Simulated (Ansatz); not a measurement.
**Effect of biaxial strain +3.00 %, plane normal [001], relaxed out of plane on CdS**

Start from CdS in the zinc blende structure (space group F-43m, No. 216; a = 5.8777 Å). Axes: x, y, z lie along the cube axes.

Now apply this change: tensile biaxial strain of 3.00 % in the plane normal to [001], as in epitaxy on a mismatched substrate; the out-of-plane cell vector and the atoms relax.

Computed with r2SCAN in Ansatz (plane waves to 500 eV, PAW, no SOC). Γ-centred 10×10×10 mesh, Fermi–Dirac width 0.05 eV.

```tsv
quantity	base	changed	shift
volume per atom	25.38 Å³	25.67 Å³	+0.29 Å³
space group	F-43m (No. 216)	I-4m2 (No. 119)	–
shortest interatomic distance	2.545 Å	2.558 Å	+0.013 Å
energy relative to the base (free energy F)	0 meV/atom	+6.0 meV/atom	+6.0 meV/atom
band gap	1.54 eV	1.38 eV	-0.16 eV
gap character	direct at Γ	direct at Γ	–
electron mass	0.15 mₑ (at Γ)	0.15 mₑ (at Γ)	–
hole mass	–	0.16 mₑ out of plane, 0.79 mₑ in plane (at Γ)	–
valence-band top at Γ (three highest levels, from the VBM)	0.00, 0.00, 0.00 eV	0.00, -0.20, -0.20 eV	–
out-of-plane strain	–	-4.67 %	–
ratio −ε⊥/ε∥	–	1.56	–
mean in-plane stress (compression positive)	–	-1.2 GPa	–
```

Final structure (turned so that z lies along the plane normal):

```yaml
crystal:
  lattice:
    - [4.28083, 0.00000, 0.00000]
    - [0.00000, 4.28083, 0.00000]
    - [2.14041, -2.14041, 2.80158]
  atoms:
    - { symbol: Cd, position: [0.00000, 0.00000, 0.00000] }
    - { symbol: S, position: [0.75000, 0.75000, 0.50000] }
```

Masses are band curvatures over ±0.01 Å⁻¹ around the edge. No phonon test of stability was made. k-point labels follow each cell's own Brillouin zone.

Ansatz is a program for electronic structure.
